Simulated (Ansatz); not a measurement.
MgS (F-43m, No. 216, 2 atoms in the cell; start mp-13032; metastable phase), treated with PBE0 in Ansatz (plane waves, PAW).

Run with plane-wave cutoff 460 eV, 8×8×8 k mesh, Fermi–Dirac smearing 0.01 eV, scalar-relativistic PAW data made under PBE.

Cell (relaxed with PBEsol):

Space group F-43m (No. 216); a = b = c = 5.652 Å, α = β = γ = 90.00°

```csv
atom,site,symmetry,x,y,z
Mg,4a,-43m,0.0000,0.0000,0.0000
S,4d,-43m,0.7500,0.7500,0.7500
```
(The calculation used a cell of 2 atoms; values per cell refer to that cell.)

Problem. Give the computed band gap.

Solution. 
- band gap = 5.24 eV (on the SCF k mesh) (direct)

Note: cell and atoms aren't relaxed at this level (pressure 0.3 GPa).

The computed numbers hold no vibrational or temperature effects.

A start named mp-… is a Materials Project structure, which need not be a measured phase.

Ansatz is a quantum-chemistry and plane-wave program.
